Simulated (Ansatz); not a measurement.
## SiSe2: x(Re) = 0.5, 12 atoms, Pban

Start from SiSe₂ (space group Ibam, No. 72; a = 6.3014 Å, b = 9.3016 Å, c = 5.8556 Å; made of chains).

The other end (x = 1) is ReSe₂ (space group Ibam, No. 72; a hypothetical phase, not in the database extracts checked; made of chains): 26.13 Å³/atom, gap zero; this end may not be an ambient phase.

Modification: Re replaces 50.0 % of the Si, ordered in a cell of 12 atoms (starting symmetry Pban) and fully relaxed.

Level of theory: PBEsol (Ansatz, a first-principles code), without spin-orbit coupling. Γ-centred 9×5×7 mesh, Fermi–Dirac width 0.05 eV, for the changed cell.

```tsv
quantity	base	changed	shift
volume per atom	28.60 Å³	29.93 Å³	+1.33 Å³
band gap	1.65 eV	zero	–
mixing energy (to 0.01 eV only: unlike meshes or grids) (against an end that may be hypothetical)	–	+0.22 eV/atom	–
deviation of the volume from the linear (Vegard-type) interpolation	–	+9.4 %	–
mean first-shell distances	–	Si–Se 2.350 Å (end compound 2.289 Å), Re–Se 2.337 Å (end compound 2.356 Å)	–
```

Cost of the whole job for the changed cell (relaxation, final SCF and bands): very roughly 30 core-minutes.

These are small ordered cells, not random alloys; other orderings at the same x differ. No phonon test of stability was made. The final runs are not spin-polarised. No dispersion term is included in the PBEsol runs. ReSiSe4 has a high density of states at the Fermi level and may be magnetic at this level.
